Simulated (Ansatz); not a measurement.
The starting structures come from a database of crystals and need not be the phases stable at ambient conditions.

 Where the default PAW files enter, the runs use the earlier of Ansatz's two default sets.

The decay constant κ of evanescent states in the gap governs leakage through a thin film.

Data:

```
CELL_PARAMETERS angstrom
      8.55849     0.00000     0.00000
      0.00000     8.77989     0.00000
      0.00000     4.38994     2.53453
ATOMIC_POSITIONS crystal
  Si 0.06287 0.33333 0.00000
  Si 0.56287 0.66667 0.00000
  Si 0.43713 0.33333 0.00000
  Si 0.93713 0.66667 0.00000
  O  0.00000 0.00000 0.42126
  O  0.50000 0.42126 0.57874
  O  0.00000 0.42126 0.15748
  O  0.50000 0.00000 0.57874
  O  0.00000 0.57874 0.42126
  O  0.50000 0.57874 0.84252
  O  0.25000 0.33333 0.00000
  O  0.75000 0.66667 0.00000
```

Space group of this cell: P6_322. The cell is taken as given.

Transport runs along the normal of the first two printed cell vectors, the (110) plane of the conventional cell.

No gap correction and no spin-orbit coupling; mid-gap values are interpolated between computed energies.

**Question.** Predict the band gap and the smallest decay constant κ at mid-gap from r2SCAN run with Ansatz (a first-principles code).

**Answer.** Gap 6.18 eV on a 4×12×12 mesh; κ = 0.516 1/Å, at the zone centre.
